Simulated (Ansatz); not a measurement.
Zinc-blende BeS, treated with r²SCAN0 (Ansatz, a first-principles code, PAW).

Numerical settings: plane-wave cutoff 520 eV, 10×10×10 k mesh, Fermi–Dirac smearing 0.01 eV, scalar-relativistic PAW data made under PBE.

The cell is scaled about its equilibrium volume:

| V (Å³/atom) | P (GPa) | direct gap at Γ (eV) | smallest gap on the k mesh (eV) |
|---|---|---|---|
| 13.586 | 5.68 | 7.919 | 4.917 |
| 13.944 | 2.66 | 7.938 | 4.980 |
| 14.223 | 0.54 | 7.950 | 5.025 |
| 14.659 | -2.40 | 7.965 | 5.090 |
| 15.016 | -4.52 | 7.758 | 5.139 |

The fundamental gap (5.04 eV at the equilibrium volume, on the SCF mesh) lies elsewhere than Γ–Γ.
